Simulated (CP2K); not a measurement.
CP2K run on KAu5 (P6/mmm, 6 atoms in the cell): self-consistent single point.

Level of theory: LDA (Pade form), GPW, DZVP-MOLOPT-SR-GTH basis, GTH-PADE potentials (GTH_POTENTIALS) in CP2K 2026.2.

The change in words: lattice scaled by 0.98. Reference geometry:
```
CELL_PARAMETERS angstrom
      5.63881     0.00000     0.00000
     -2.81940     4.88335     0.00000
      0.00000     0.00000     4.44592
ATOMIC_POSITIONS crystal
  K  0.00000 0.00000 0.00000
  Au 0.66667 0.33333 0.00000
  Au 0.33333 0.66667 0.00000
  Au 0.50000 0.00000 0.50000
  Au 0.50000 0.50000 0.50000
  Au 0.00000 0.50000 0.50000
```

Reference input (self-consistent single point, DFT LDA (Pade form), GPW, DZVP-MOLOPT-SR-GTH basis, GTH-PADE potentials (GTH_POTENTIALS)): CUTOFF = 500 Ry; REL_CUTOFF = 50 Ry; SMEAR/METHOD = GAUSSIAN; SIGMA = 0.1 eV; KPOINTS/SCHEME = MONKHORST-PACK 6 6 6; GAMMA_CENTERED = T; XC_FUNCTIONAL = PADE; K/BASIS_SET = DZVP-MOLOPT-SR-GTH; K/POTENTIAL = GTH-PADE-q9; Au/BASIS_SET = DZVP-MOLOPT-SR-GTH; Au/POTENTIAL = GTH-PADE-q11; METHOD = GPW. This run's input differs from it in these lines:

```diff
@@ -64,4 +64,4 @@
     &CELL
-      ABC 5.63880600 5.63880579 4.44592200
-      ALPHA_BETA_GAMMA 90.00000000 90.00000000 120.00000123
+      ABC 5.52603000 5.52602969 4.35700400
+      ALPHA_BETA_GAMMA 90.00000000 90.00000000 120.00000188
       PERIODIC XYZ
```

Output (repeated stretches shortened):

```
 SCF WAVEFUNCTION OPTIMIZATION

  Step     Update method      Time    Convergence         Total energy    Change
     1 NoMix/Diag. 0.20E+00      -     0.55558264      -194.9958941407 -1.95E+02
     2 Broy./Diag. 0.20E+00      -     0.06082236      -201.5623382036 -6.57E+00
     3 Broy./Diag. 0.20E+00      -     0.20160659      -198.0900827581  3.47E+00
     4 Broy./Diag. 0.20E+00      -     0.01031219      -195.0031772039  3.09E+00
     5 Broy./Diag. 0.20E+00      -     0.01121211      -194.7651469553  2.38E-01
     6 Broy./Diag. 0.20E+00      -     0.00667730      -194.7565278166  8.62E-03
   [... 10 lines left out ...]
    17 Broy./Diag. 0.20E+00      -     0.00001786      -194.7538128682  7.37E-05
    18 Broy./Diag. 0.20E+00      -     0.00000041      -194.7538101950  2.67E-06
    19 Broy./Diag. 0.20E+00      -     0.00000108      -194.7538206217 -1.04E-05
    20 Broy./Diag. 0.20E+00      -     0.00000009      -194.7538236899 -3.07E-06
  *** SCF run converged in    20 steps ***

  Overlap energy of the core charge distribution:               0.00000032869399
  Self energy of the core charge distribution:               -346.39088859386510
  Core Hamiltonian energy:                                    104.75605081706834
  Hartree energy:                                              77.25196778714115
  Exchange-correlation energy:                                -30.37069215557850
  Smearing free energy correction:                             -0.00026187336039
  Fermi energy:                                                 0.31814536823509

  Total energy:                                              -194.75382368986035
  Total energy (extrapolated to sigma->0):                   -194.75369275318016

   [... lines left out ...]

 STRESS| Analytical stress tensor [bar]
 STRESS|                        x                   y                   z
 STRESS|      x        1.08029033129E+05   2.75851878586E-01   1.03497005228E-08
 STRESS|      y        2.75851878586E-01   1.08029448161E+05  -4.28860045746E-08
 STRESS|      z        1.03497005228E-08  -4.28860045746E-08   1.81137818424E+05
 STRESS| 1/3 Trace                                             1.32398766571E+05
```

The run converged in 20 iterations. Against the reference run the free energy rises by 61.6 meV/atom and the pressure goes from 3.80 to 13.24 GPa.

The starting cell comes from a database of computed structures (which also holds hypothetical and non-ambient phases and stackings), without a prior relaxation at this level. Its lattice was rescaled by a random factor within 2.5 % of one. For this run, on top of that: lattice scaled by 0.98. Values carry the incompleteness of an atom-centred basis. With a pressure of about 13 GPa the cell is away from its equilibrium volume at this level.

Cost on one core of a shared machine: roughly 2 min.
